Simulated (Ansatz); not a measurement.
Given:

```
CELL_PARAMETERS angstrom
     -1.61026     1.61026     2.47068
      1.61026    -1.61026     2.47068
      1.61026     1.61026    -2.47068
ATOMIC_POSITIONS crystal
  In 0.00000 0.00000 0.00000
```

Level of theory: PBEsol, rigid bands (plane waves, PAW, scalar-relativistic; Ansatz, a program for electronic structure). Geometry: cell and atoms relaxed with PBEsol.

Predict the product ρ₀λ of resistivity and mean free path that follows from the Fermi surface's area.

7.5 (x), 7.5 (y), 7.2 (z) ×10⁻¹⁶ Ω·m².

And the Drude plasma energy and the root-mean-square Fermi velocity at 300 K?

10.5 eV; 1.6e6 m/s.

A metal at this level (no band gap); rigid bands, thermally averaged at 300 K, both spins. Spin-orbit coupling is left out. τ is one relaxation time for all states; the product of resistivity and mean free path takes one path for all states instead.
